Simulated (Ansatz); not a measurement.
Defect migration in fcc Al: Rh-vacancy pair (Rh on one host Al site, one Al site vacant), neutral cell. The step: Rh and the vacancy change places (Rh-vacancy distance between ideal sites 2.86 Å throughout); the atom moves 3.21 Å along (0.00, 0.56, 0.56) of the unit cell; the moving atom starts with neighbours Al at 2.66, 4 Al at 2.72, 6 Al at 2.80 Å and ends with Al at 2.66, 4 Al at 2.72, 6 Al at 2.80 Å. DFT values are from Ansatz (plane-wave PAW, 420 eV unless said) in a cell of 32 host sites, spin-restricted, static, with no finite-size correction. Forms of the defect that were not tried may lie lower. For the PBE band: the saddle point's order was not checked, and it lies on a symmetry element of the cell, where a band can be held.

```tsv
Level	Forward barrier (eV)	Cost of the band or of the saddle's single point
CHGNet universal potential (has no charge state), its own band	0.41	-
PBE, a 3×3×3 k-point mesh shifted by half a step, band relaxed	1.22	roughly 70 core-minutes
PBE, a 5×5×5 k-point mesh shifted by half a step, same geometries	1.20	very roughly 4 core-minutes
r2SCAN at 500 eV, a 3×3×3 k-point mesh shifted by half a step, same geometries	(withheld)	about 110 core-seconds (a rough figure)
```

**Question.** Complete the blanks.

**Answer.** 
- r2SCAN at 500 eV, a 3×3×3 k-point mesh shifted by half a step, same geometries, Forward barrier (eV): 1.33

Ansatz is an electronic-structure program.
